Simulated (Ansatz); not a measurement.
Hypothetical P4_32_12 Si: pressure series

The parent structure is Si (space group P4_32_12, No. 96; a = 5.680 Å, c = 6.827 Å; a hypothetical phase, not in the database extracts checked).

Cell and atoms are relaxed at each pressure.

Levels (all Ansatz, a quantum-chemistry and plane-wave program, PAW): PBE (420 eV, scalar-relativistic without spin-orbit coupling); PBEsol (420 eV, no spin-orbit coupling).

The base cell above is that of PBE; each level relaxes its own structures.

| case | volume per atom, PBE | volume per atom, PBEsol |
|---|---|---|
| pressure −2 GPa | 18.90 Å³ | 18.30 Å³ |
| pressure −1 GPa | 18.62 Å³ | 18.03 Å³ |
| pressure 0.3 GPa | 18.28 Å³ | 17.72 Å³ |
| pressure 0.7 GPa | 18.18 Å³ | 17.62 Å³ |
| pressure 1.5 GPa | 17.99 Å³ | 17.44 Å³ |
| pressure 3 GPa | 17.64 Å³ | 17.11 Å³ |
| pressure 5 GPa | 17.22 Å³ | 16.71 Å³ |
| pressure 7.5 GPa | 16.74 Å³ | 16.25 Å³ |
| pressure 10 GPa | 16.30 Å³ | 15.83 Å³ |

PBE lies above PBEsol in every row, by 0.47 Å³ to 0.60 Å³. They put the cases in the same order.

Load acts through the strain it causes; cell and atoms are relaxed under it. No phonon test of stability was made. Competing high-pressure phases were not computed.
